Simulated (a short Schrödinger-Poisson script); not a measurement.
Stack: MOS inversion layer, SiO2 on p-type Si(100), at 300 K.

From the gate side: 2.8 nm SiO2; 260 nm Si, acceptors 2.8e18 cm⁻³.

The device is made up for the run: typed textbook-type constants, with dimensions and the other settings drawn at random. SiO2: permittivity 3.9, conduction-band edge (eV) 3.15, gap (eV) 9, electron mass (mₑ) 0.5. Si: permittivity 11.7, conduction-band edge (eV) 0, gap (eV) 1.124, Nv at 300 K (cm⁻³) 3.1e19.

Channel valleys (confinement mass, in-plane density-of-states mass, number): Δ2 0.916, 0.19, 2; Δ4 0.19, 0.417, 4. At the gate the conduction-band edge of layer 1 lies 3.24 eV − eVg above the Fermi level of the channel; the field vanishes at the back. Gaps are held at their typed values at every temperature. Mesh 0.03 nm at interfaces.

Solved with a short Schrödinger-Poisson script written for these runs: 1D Poisson equation in equilibrium, electrons quantum, Hartree (BenDaniel-Duke, 12 states a valley, the channel's in-plane mass for all, wave functions ending at the dielectric), parabolic valleys, classical holes, full ionisation, no traps, pinning or gate leakage.

| Vg (V) | electrons (cm⁻²) | C (μF/cm²) | Δ2 E0 (meV from the Fermi level) | Δ4 E0 (meV from the Fermi level) |
|---|---|---|---|---|
| 0.9 | 1.06e10 | 0.371 | 155.9 | 265.3 |
| 1 | 1.04e11 | 0.554 | 96.3 | 208.4 |
| 1.1 | 4.28e11 | 0.808 | 58.8 | 173.3 |
| 1.2 | 9.19e11 | 0.928 | 37.5 | 154.2 |
| 1.3 | 1.48e12 | 0.983 | 23.3 | 142.1 |
| 1.4 | 2.08e12 | 1.01 | 12.6 | 133.5 |
| 1.5 | 2.71e12 | 1.03 | 3.9 | 126.7 |
| 1.6 | 3.34e12 | 1.04 | -3.7 | 121.1 |
| 1.7 | 3.98e12 | 1.05 | -10.4 | 116.4 |
| 1.8 | 4.64e12 | 1.06 | -16.5 | 112.1 |
| 1.9 | 5.29e12 | 1.07 | -22.2 | 108.3 |
| 2 | 5.95e12 | 1.07 | -27.5 | 104.8 |
| 2.1 | 6.61e12 | 1.08 | -32.6 | 101.6 |
| 2.2 | 7.28e12 | 1.08 | -37.5 | 98.5 |
| 2.3 | 7.95e12 | 1.08 | -42.2 | 95.6 |

Gate voltages with under 1e9 electrons/cm² are left out.

Q: At Vg = 2.3 V the lowest Δ2 subband lies at -42.2 meV from the Fermi level. How many electrons does it hold, and what share of all?

A: The two-dimensional density of states is g m/(πħ²) = 1.59e11 cm⁻² meV⁻¹ (both spins), kT = 25.9 meV, so n = D kT ln(1 + exp(−E/kT)) = 7.43e12 cm⁻², 0.93 of the 7.95e12 cm⁻² in all.

Q: Compare the slope of the sheet density between 2.1 and 2.3 V with the geometric capacitance of the layers between gate and channel.

A: q Δn/ΔV = 1.07 μF/cm²; ε0/Σ(t/ε) = 1.23 μF/cm². The ratio is 0.87: the channel acts as a further capacitance in series.
